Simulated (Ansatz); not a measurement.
Input and output of a zone-centre phonon calculation for Li₂Al (Cmcm, 6 atoms in the cell) (Ansatz, a program for electronic structure).

Level of theory: LDA (PW92), default PAW files made with PBE (plane waves; Ansatz).

```
Li2Al
1.0
    2.29917    -4.84774     0.00000
    2.29917     4.84774     0.00000
    0.00000     0.00000     4.44419
Li Al
4 2
Cartesian
  2.29917   2.50735   1.11105
  2.29917  -2.50735   3.33314
  2.29917  -0.87124   1.11105
  2.29917   0.87124   3.33314
  2.29917  -4.12077   1.11105
  2.29917   4.12077   3.33314
```

Reference input (self-consistent single point, DFT, LDA (PW92), plane waves, default PAW files made with PBE): basis.ecutwfc = 420 eV; kpoints.mp_grid.grid = 8 8 8; hamiltonian.xc = lda; hamiltonian.pseudopotentials = {kind: paw} (the program's default PAW files); scf.occupations.method = gaussian; scf.occupations.width = 0.1 eV. This run's input differs from it in these lines:

Ansatz 0.2 input:
```diff
@@ -15,3 +15,3 @@
 kpoints:
-  mp_grid: { grid: [8, 8, 8] }
+  mp_grid: { grid: [10, 10, 9] }
 hamiltonian:
@@ -21,6 +21,4 @@
   occupations: { method: gaussian, width: 0.1 eV }
-output:
-  forces: true
-  eigenvalues: true
-  stress: true
+phonons:
+  method: dfpt
```

Output (repeated stretches shortened):

```
SCF iter   1: F=—  HF=-1833.440820 eV  |F-HF|=—  |Δ(HF+E_count)|=         —  Δρ=4.88e-3  dr2=2.17e-2  ethr=1.77e-3  ⟨swp⟩=6.1  Hψ=14178  notcnv=0  defer=5
all-band conjugate gradients solve this SCF's bands
preconditioner: auto → Kerker (q_TF=auto, 2.053 Å⁻¹)
SCF iter   2: F=—  HF=-1833.420975 eV  |F-HF|=—  |Δ(HF+E_count)|=   1.98e-2  Δρ=2.38e-3  dr2=6.50e-3  ethr=1.21e-4  ⟨swp⟩=2.0  Hψ=4259  notcnv=0  defer=8
   [... lines left out ...]
SCF iter   5: F=—  HF=-1833.416608 eV  |F-HF|=—  |Δ(HF+E_count)|=   8.22e-7  Δρ=1.54e-5  dr2=4.40e-7  ethr=4.40e-8  ⟨swp⟩=1.5  Hψ=2456  notcnv=0  defer=8
SCF iter   6: F=—  HF=-1833.416607 eV  |F-HF|=—  |Δ(HF+E_count)|=   9.55e-7  Δρ=2.65e-6  dr2=9.17e-9  ethr=2.45e-9  ⟨swp⟩=2.1  Hψ=2793  notcnv=0  defer=11
SCF iter   7: F=—  HF=-1833.416607 eV  |F-HF|=—  |Δ(HF+E_count)|=   1.64e-9  Δρ=3.75e-7  dr2=2.57e-10  ethr=5.09e-11  ⟨swp⟩=2.3  Hψ=2753  notcnv=0  defer=11
SCF iter   8: F=-1833.416607 eV  HF=-1833.416607 eV  |F-HF|=2.27e-12  |Δ(HF+E_count)|=  6.75e-11  Δρ=7.22e-8  dr2=6.43e-12  ethr=1.00e-12  ⟨swp⟩=7.5  Hψ=12736  notcnv=0
SCF 1 converged in 8 iterations: F = -1833.416607 eV  dr2 = 6.43e-12
DFPT response loops at Γ: preconditioner auto → Kerker (q_TF=auto, 2.053 Å⁻¹) (partly filled bands, converged f_vac=0.000) …
Free energy (F): -1833.416607 eV
Internal energy: -1833.407215 eV  (E = F + TS)
E sigma→0 (E₀):  -1833.411911 eV
Entropy (-TS):   -0.009392 eV (-1.565 meV/atom)
Fermi energy:    3.240055 eV
--- Phonons (Γ-DFPT): 9 representative perturbations + reference, on 155 of 900 k-points (Σ response iterations 27) ---
  k mesh reduced under 4 symmetry operations, with k and −k counted as one. Each operation leaves every solved displacement unchanged or reverses it
  ASR residual: 1.235e-5 → 0.000e0 eV/Å²; symmetrization residual: 4.509e-7 eV/Å²
  ASR residual per site (eV/Å²): 1.01e-5 1.01e-5 1.23e-5 1.23e-5 1.11e-5 1.11e-5
  Γ frequencies (cm⁻¹): 0.00 0.00 0.00 99.20 195.92 241.96 242.88 245.45 257.45 262.49 289.78 310.82 315.77 318.82 352.22 355.79 358.77 380.01
  non-analytic LO–TO correction: not included (Born effective charges unavailable; polar crystals: no LO–TO splitting at Γ)
```

The run converged in 8 iterations. 

Summary of the result:
Free energy E − TS (on the zero of these files): -1833.4166 eV
Fermi level (on the code's own zero): 3.24 eV
Zone-centre frequencies (cm⁻¹; negative means imaginary): 0, 0, 0, 99, 196, 242, 243, 245, 257, 262, 290, 311, 316, 319, 352, 356, 359, 380

The starting cell comes from a database of computed structures (which also holds hypothetical and non-ambient phases and stackings), without a prior relaxation at this level. Its lattice was rescaled by up to half a per cent.

Cost on one core of a shared machine: roughly 3 min.
